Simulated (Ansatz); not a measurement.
**TiO2: pressure series**

Start from TiO2 in the rutile structure (space group P4_2/mnm, No. 136; a = 4.591 Å, c = 2.939 Å).

Cell and atoms are relaxed at each pressure.

Calculations: PBEsol (Ansatz, a program for electronic structure, PAW, without spin-orbit coupling).

```csv
change,electron mass,volume per atom,c/a ratio
base,"0.54 mₑ along c, 1.1 mₑ across (at Γ)",10.33 Å³,0.640
pressure −2 GPa,"0.54 mₑ along c, 1.1 mₑ across (at Γ)",10.42 Å³,0.639
pressure −1 GPa,"0.54 mₑ along c, 1.1 mₑ across (at Γ)",10.37 Å³,0.639
pressure 0.3 GPa,"0.54 mₑ along c, 1.1 mₑ across (at Γ)",10.31 Å³,0.640
pressure 0.7 GPa,"0.54 mₑ along c, 1.1 mₑ across (at Γ)",10.29 Å³,0.641
pressure 1.5 GPa,"0.54 mₑ along c, 1.1 mₑ across (at Γ)",10.26 Å³,0.641
pressure 3 GPa,"0.53 mₑ along c, 1.1 mₑ across (at Γ)",10.19 Å³,0.642
pressure 5 GPa,"0.53 mₑ along c, 1.1 mₑ across (at Γ)",10.11 Å³,0.643
pressure 7.5 GPa,"0.52 mₑ along c, 1.1 mₑ across (at Γ)",10.01 Å³,0.644
pressure 10 GPa,"0.52 mₑ along c, 1.1 mₑ across (at Γ)",___,___
```

Complete the table.


- pressure 10 GPa, volume per atom: 9.92 Å³
- pressure 10 GPa, c/a ratio: 0.646

The levels and masses belong to the bands next to the band gap. Load acts through the strain it causes; cell and atoms are relaxed under it. Masses are band curvatures over ±0.01 Å⁻¹ around the edge. Whether these cells are dynamically stable was not tested. No other phases were tried under pressure. The final runs are not spin-polarised.
